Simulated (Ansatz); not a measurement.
The starting structures come from a database of crystals and need not be the phases stable at ambient conditions.

Here is the system:

```xyz
4
Lattice="3.9302 0.0000 0.0000 1.9651 3.4037 0.0000 1.9651 1.1346 6.4173" Properties=species:S:1:pos:R:3 pbc="T T T"
Ga     5.8953     3.4037     0.0470
Ga     3.9302     2.2691     3.1606
P      3.9302     2.2691     0.8017
As     1.9651     1.1346     4.0121
```

Space group of this cell: R3m. The cell is taken as given.

Computed with r2SCAN (plane waves, PAW; Ansatz, a first-principles code).

The current runs along the normal of the first two printed vectors; no spin-orbit coupling. Scaled by the factor s: all lengths (ions clamped). Meshes 10×10×10 and 12×12 across the current in all rows.

```csv
s,mean pressure (GPa),band gap (eV)
0.98,5.6,?
1.00,0.0,1.46
1.02,-4.1,1.03
```

**Question.** Take the slope of the band gap against ln s from the two given rows, extrapolate to s = 0.98, and say what the run there gives.

**Answer.** Slope = (1.03 − 1.46) / ln 1.02 = -21.7 eV. The line gives 1.46 + (-21.7) × ln 0.98 = 1.90 eV. The run gives 1.58 eV, 0.32 eV under the line, 73 % of the predicted step.
